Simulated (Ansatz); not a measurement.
VPt3 (R-3m, No. 166, 4 atoms in the cell; start mp-1216270; a measured phase of this formula has another space group)

Computed with LDA (plane waves, PAW; Ansatz, a quantum-chemistry and plane-wave program).

Settings: plane-wave cutoff 520 eV, 22×22×22 k mesh, Fermi–Dirac smearing 0.05 eV, no spin polarisation, scalar-relativistic PAW data made under PBE.

Cell (relaxed at this level):

```yaml
crystal:
  lattice:
    - [1.35561, 0.78266, 8.91594]
    - [-1.35561, 0.78266, 8.91594]
    - [0.00000, -1.56532, 8.91594]
  atoms:
    - { symbol: V, position: [0.00000, 0.00000, 0.00000] }
    - { symbol: Pt, position: [0.25583, 0.25583, 0.25583] }
    - { symbol: Pt, position: [0.74417, 0.74417, 0.74417] }
    - { symbol: Pt, position: [0.50000, 0.50000, 0.50000] }
```

| Quantity | Result |
|---|---|
| bulk modulus | 287 GPa |

Note: the run has no spin polarisation, so it can have missed a magnetic state; the bulk modulus is −V dP/dV from two relaxed cells at ±2 % in volume; the relaxation could not lower the start's symmetry, so the cell can be a saddle point above a distorted one.

Spin–orbit coupling is not included.

Static lattice: no zero-point or thermal effects.

It cost around 23 core-minutes (rough) of CPU time.

A start named mp-… is a Materials Project structure, which need not be a measured phase.
